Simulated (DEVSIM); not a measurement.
System: TaN/SiO2/n-Si capacitor, at 400 K.

| layer (left to right) | material | thickness (nm) | Nd (cm⁻³) |
|---|---|---|---|
| 1 | SiO2 | 6.10 | - |
| 2 | Si | 13000 | 1.9e15 |

Metal gate on the left, work function 4.4 eV. Fixed charge at the semiconductor interface 4.8e11 cm⁻² (in units of +e); no interface traps.

The device is made up for the run: typed textbook-type constants, with dimensions and the other settings drawn at random. Values at 300 K; Nc and Nv go as T^1.5, mobilities as T to minus their exponent, the gap by Varshni's rule with the affinity fixed.

```
parameter         SiO2        Si
----------------  ----  --------
gap (eV)             9     1.124
affinity (eV)      0.9      4.05
permittivity       3.9      11.7
Nc (cm⁻³)            -   2.86e19
Nv (cm⁻³)            -    3.1e19
Varshni α (eV/K)     -  0.000473
Varshni β (K)        -       636
```

Simulated with DEVSIM: 1D Poisson equation in equilibrium, Boltzmann statistics, complete ionisation; no quantum confinement or tunnelling. Metal contacts follow the ideal Schottky-Mott rule: no Fermi-level pinning, no interface dipoles.

Base results: minimum of the low-frequency capacitance (μF/cm²) 0.0253; threshold voltage (band bending 2φF) (V) -0.56; flat-band voltage (V) -0.13; capacitance of the dielectric stack (μF/cm²) 0.566.

Question: What follows from this one change: substrate doping 1.9e+15 → 3.8e+15 cm^-3?

Answer: minimum of the low-frequency capacitance 0.0253 → 0.0315 μF/cm²; threshold voltage (band bending 2φF) -0.56 → -0.60 V; flat-band voltage -0.13 → -0.11 V; capacitance of the dielectric stack little changed (0.566 μF/cm²).

Question: What follows from this one change: temperature 400 → 250 K?

Answer: minimum of the low-frequency capacitance 0.0253 → 0.0162 μF/cm²; threshold voltage (band bending 2φF) -0.56 → -0.76 V; flat-band voltage -0.13 → 0.01 V; capacitance of the dielectric stack little changed (0.566 μF/cm²).

Question: What follows from this one change: fixed charge 4.8e+11 → -7.5e+11 cm^-2?

Answer: minimum of the low-frequency capacitance 0.0253 → 0.0246 μF/cm²; threshold voltage (band bending 2φF) -0.56 → -0.21 V; flat-band voltage -0.13 → 0.22 V; capacitance of the dielectric stack little changed (0.566 μF/cm²).

Question: What follows from this one change: interface trap density 0 → 1e+12 cm^-2 eV^-1?

Answer: minimum of the low-frequency capacitance 0.0253 → 0.140 μF/cm²; threshold voltage (band bending 2φF) -0.56 → -0.68 V; flat-band voltage little changed (-0.14 V); capacitance of the dielectric stack little changed (0.566 μF/cm²).

Question: What follows from this one change: SiO2 thickness 0.0061 → 0.0024 μm?

Answer: minimum of the low-frequency capacitance 0.0253 → 0.0259 μF/cm²; threshold voltage (band bending 2φF) -0.56 → -0.46 V; flat-band voltage -0.13 → -0.05 V; capacitance of the dielectric stack 0.566 → 1.44 μF/cm².

Question: What follows from this one change: gate work function 4.4 → 4.7 eV?

Answer: minimum of the low-frequency capacitance little changed (0.0253 μF/cm²); threshold voltage (band bending 2φF) -0.56 → -0.26 V; flat-band voltage -0.13 → 0.17 V; capacitance of the dielectric stack little changed (0.566 μF/cm²).
